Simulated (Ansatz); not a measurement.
Results of r²SCAN (PAW; Ansatz, an electronic-structure program) for TiSi₂ (Fddd, No. 70).

Run with plane-wave cutoff 560 eV, 16×16×16 k mesh, Fermi–Dirac smearing 0.05 eV, no spin polarisation, scalar-relativistic PAW data made under PBE.

Computed at the level's own relaxed cell.

### Question
Estimate the bulk modulus B0 that the calculation returns.

### Answer

bulk modulus B0: 147 GPa

The run finds no gap.

Note: the bulk modulus is −V dP/dV from two relaxed cells at ±2 % in volume.

Static lattice: no zero-point or thermal effects.
